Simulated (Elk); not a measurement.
**Elk run on Sc (P6_3/mmc, 4 atoms in the cell): self-consistent single point**

Method of the run: PBE, all-electron FP-LAPW, Elk's shipped species files, APW+lo basis with extra local orbitals in Elk.

Input as run:

```
tasks
  0

xctype
  20

rgkmax
  8.0

gmaxvr
  14.0

nxlo
  2

lorbcnd
  .true.

lmaxi
  2

swidth
  0.00183747

maxscl
  100

avec
    6.0830366383   -0.0000001927    0.0000000000
   -3.0415181523    5.2680643573    0.0000000000
    0.0000000000    0.0000000000   19.5722090570

atoms
  1
  'Sc.in'
  4
  0.0000000000  0.0000000000  0.0000000000    0.0 0.0 0.0
  0.0000000000  0.0000000000  0.5000000000    0.0 0.0 0.0
  0.3333333333  0.6666666667  0.2500000000    0.0 0.0 0.0
  0.6666666667  0.3333333333  0.7500000000    0.0 0.0 0.0

ngridk
  8 8 3
```

The program printed (abridged):

```
│ Elk code version 10.2.4 │

All units are atomic (Hartree, Bohr, etc.)

│ Ground-state run starting from atomic densities │

Lattice vectors :
   6.083036638     -0.1927000000E-06   0.000000000
  -3.041518152       5.268064357       0.000000000
   0.000000000       0.000000000       19.57220906

Unit cell volume      :    627.2076433
Brillouin zone volume :   0.3954834034

Muffin-tin inner radius fraction :   0.1000000000E-01

Nuclei treated as point charges

Species :    1 (Sc)
 parameters loaded from : Sc.in
 name : scandium
 nuclear charge    :   -21.00000000
 electronic charge :    21.00000000
 atomic mass :    81949.61066
 muffin-tin radius :    2.400000000
 number of radial points in muffin-tin :    497
 atomic positions (lattice), magnetic fields (Cartesian) :
   1 :   0.00000000  0.00000000  0.00000000    0.00000000  0.00000000  0.00000000
   2 :   0.00000000  0.00000000  0.50000000    0.00000000  0.00000000  0.00000000
   3 :   0.33333333 -0.33333333  0.25000000    0.00000000  0.00000000  0.00000000
   4 :  -0.33333333  0.33333333 -0.25000000    0.00000000  0.00000000  0.00000000

Total number of atoms per unit cell :    4

Spin treatment :
 spin-unpolarised

Number of Bravais lattice symmetries :   24
Number of crystal symmetries         :   24
Crystal has inversion symmetry
Real symmetric eigensolver will be used

k-point grid :      8     8     3
k-point offset :    0.000000000       0.000000000       0.000000000
k-point set is reduced with full crystal symmetry group
Total number of k-points :       20

Muffin-tin radius times maximum |G+k| :    8.000000000
 using average radius
Maximum |G+k| for APW functions       :    3.333333333
Maximum (1/2)|G+k|²                   :    5.555555556
Maximum |G| for potential and density :    14.00000000
 potential will be trimmed for |G| > 2 gkmax
Constant for pseudocharge density :    8
Radial integration step length :    4

G-vector grid sizes :     28    28    90
Number of G-vectors :    29145

Maximum angular momentum used for
 APW functions                      :    8
 outer part of muffin-tin           :    6
 inner part of muffin-tin           :    2

Total nuclear charge    :   -84.00000000
Total core charge       :    40.00000000
Total valence charge    :    44.00000000
Total excess charge     :    0.000000000
Total electronic charge :    84.00000000

Effective Wigner radius, rₛ :    1.212498329

Number of empty states         :   16
Total number of valence states :   38
Total number of core states    :   40

Conduction state local-orbitals added automatically
Total number of local-orbitals :  312

Exchange-correlation functional :     20     0     0
 Perdew-Burke-Ernzerhof, Phys. Rev. Lett. 77, 3865 (1996)
 gradient requirement :    1
 generalised gradient approximation (GGA)

Smearing type :    3
 Fermi-Dirac
Smearing width :   0.1837470000E-02
Effective electronic temperature (K) :    580.2271348

Mixing type :    3
 Broyden mixing, J. Phys. A: Math. Gen. 17, L317 (1984)

Kohn-Sham potential initialised from atomic data

│ Self-consistent loop started │
│ Loop number : 1 │
 total energy                :     -3057.94527497
│ Loop number : 2 │
 total energy                :     -3057.99922059
RMS change in Kohn-Sham potential (target) :   0.3123995466     (  0.1000000000E-05)
Absolute change in total energy (target)   :   0.5394562113E-01 (  0.1000000000E-03)
│ Loop number : 3 │
 total energy                :     -3057.97595204
RMS change in Kohn-Sham potential (target) :   0.2598686287     (  0.1000000000E-05)
Absolute change in total energy (target)   :   0.9782146210E-02 (  0.1000000000E-03)
│ Loop number : 4 │
 total energy                :     -3057.77227566
RMS change in Kohn-Sham potential (target) :   0.1877799608     (  0.1000000000E-05)
Absolute change in total energy (target)   :   0.2061219142     (  0.1000000000E-03)
│ Loop number : 5 │
 total energy                :     -3057.40030057
RMS change in Kohn-Sham potential (target) :   0.9350859468E-01 (  0.1000000000E-05)
Absolute change in total energy (target)   :   0.4235055678     (  0.1000000000E-03)
│ Loop number : 6 │
 total energy                :     -3057.18335290
RMS change in Kohn-Sham potential (target) :   0.2916647907E-01 (  0.1000000000E-05)
Absolute change in total energy (target)   :   0.3228240650     (  0.1000000000E-03)
│ Loop number : 7 │
 total energy                :     -3057.10068509
RMS change in Kohn-Sham potential (target) :   0.1139073072E-02 (  0.1000000000E-05)
Absolute change in total energy (target)   :   0.1633738249     (  0.1000000000E-03)
│ Loop number : 8 │
 total energy                :     -3057.08830166
RMS change in Kohn-Sham potential (target) :   0.5930586903E-03 (  0.1000000000E-05)
Absolute change in total energy (target)   :   0.5322688601E-01 (  0.1000000000E-03)
│ Loop number : 9 │
 total energy                :     -3057.09122173
RMS change in Kohn-Sham potential (target) :   0.8203634608E-04 (  0.1000000000E-05)
Absolute change in total energy (target)   :   0.1038665386E-01 (  0.1000000000E-03)
│ Loop number : 10 │
 total energy                :     -3057.09165638
RMS change in Kohn-Sham potential (target) :   0.2982695388E-04 (  0.1000000000E-05)
Absolute change in total energy (target)   :   0.2162006550E-02 (  0.1000000000E-03)
│ Loop number : 11 │
 total energy                :     -3057.09113858
RMS change in Kohn-Sham potential (target) :   0.2148279721E-04 (  0.1000000000E-05)
Absolute change in total energy (target)   :   0.1058308444E-02 (  0.1000000000E-03)
│ Loop number : 12 │
 total energy                :     -3057.09010293
RMS change in Kohn-Sham potential (target) :   0.4219930273E-05 (  0.1000000000E-05)
Absolute change in total energy (target)   :   0.1300224239E-02 (  0.1000000000E-03)
│ Loop number : 13 │
 total energy                :     -3057.09014702
RMS change in Kohn-Sham potential (target) :   0.3937019899E-06 (  0.1000000000E-05)
Absolute change in total energy (target)   :   0.2809597058E-03 (  0.1000000000E-03)
│ Loop number : 14 │
 total energy                :     -3057.09012745
RMS change in Kohn-Sham potential (target) :   0.3113026195E-06 (  0.1000000000E-05)
Absolute change in total energy (target)   :   0.8981043038E-04 (  0.1000000000E-03)
Convergence targets achieved

│ Loop number : 15 │

Energies :
 Fermi                       :     0.228529582867
 sum of eigenvalues          :     -1786.31003651
 electron kinetic            :      3082.96319164
 core electron kinetic       :      2859.76562033
 Coulomb                     :     -5983.52124679
 Coulomb potential           :     -4666.66354717
 nuclear-nuclear             :     -398.363992371
 electron-nuclear            :     -6503.65096167
 Hartree                     :      918.493707249
 Madelung                    :     -3650.18947321
 xc potential                :     -202.609680975
 exchange                    :     -153.017670535
 correlation                 :     -3.51218287967
 electron entropic           :    -0.220182997472E-02
 total energy                :     -3057.09011040

Density of states at Fermi energy :    195.4292859
 (states/Hartree/unit cell)

Estimated indirect band gap :   0.1567264111E-02
 from k-point     19 to k-point      7
Estimated direct band gap   :   0.1919824158E-02
 at k-point     19

Charges :
 core                        :    40.00000000
 valence                     :    44.00000000
 interstitial                :    7.404670260
 muffin-tins (core leakage)
  species :    1 (Sc)
   atom    1                 :    19.15001123     (  0.3304814200E-08)
   atom    2                 :    19.15001123     (  0.3304814200E-08)
   atom    3                 :    19.14765364     (  0.3345320465E-08)
   atom    4                 :    19.14765364     (  0.3345320465E-08)
 total in muffin-tins        :    76.59532974
 total calculated charge     :    84.02258206
 total charge                :    84.00000000
 error                       :   0.2258205849E-01

│ Self-consistent loop stopped │
```

The run converged in 15 iterations. The count includes the last loop, which Elk runs after its targets are met.

The starting cell was generated: these elements placed on a structure prototype, without a prior relaxation; it need not be a known phase or ordering of this composition. Its lattice was rescaled by a random factor within 2.5 % of one. Values depend on the basis (sphere radii, cutoffs, local orbitals), which need not be converged. The log's line on a gap gives a spacing of levels on this mesh, which the program prints for metals too.
